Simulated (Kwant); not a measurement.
System: wire with a row of barriers in a In0.53Ga0.47As two-dimensional gas. Effective mass 0.041 mₑ, grid spacing 4 nm, hard walls, nominal width 80 nm (19 grid rows, so walls 80 nm apart), one parabolic valley, scattering region 400 nm long along x; energies count from the band bottom; Fermi energy swept from 0.0011464 to 0.013614 eV. 2 barrier(s) across the wire, height 0.062 eV, thickness 8 nm (about 2 grid columns), spaced by 24 nm.

Constants are typed, rounded textbook-type inputs, not results; the design itself was drawn at random and stands for no fabricated device.

Computed with Kwant: effective-mass tight-binding model on a square grid, one spin, coherent transport at 0 K. Conductance is in e²/h.

Density of the scattering states that come in from the left lead, at energy = 0.0042829 eV, in bins, relative to the largest site value (x marks bins outside the device):

```
|                                            |
|                                            |
|   ...   .:.   ...                          |
|  .:-.  .:-:.  :--.                         |
|  :==:  .=+=.  -==:                         |
|  :+*-. :+*+: .-*+:                         |
|  -*#=. :*#*- .=##-                         |
|  =#%+. :#@#- .+%%-                         |
|  =%@+. -%@#- .+@%=                         |
|  =%@+. -%@%- .*@%=                         |
|  =%@+. -%@#- .+@%=                         |
|  =#%+. :#@#- .+%%-                         |
|  -*#=. :*#*- .=##-                         |
|  :+*-. :+*+: .-*+:                         |
|  :==:  .=+=.  -==:                         |
|  .:-.  .:-:.  :--.                         |
|   ...   .:.   ...                          |
|                                            |
|                                            |
```
Scale: ten equal steps from 0.000 (start of ' ') to 0.991 (end of '@'), in the order ' .:-=+*#%@'; x runs from -192 to 192, y from -34.4 (bottom) to 34.4 (top).

The conductance there is 9.2e-5 e²/h with 1 open channel(s) in the leads.
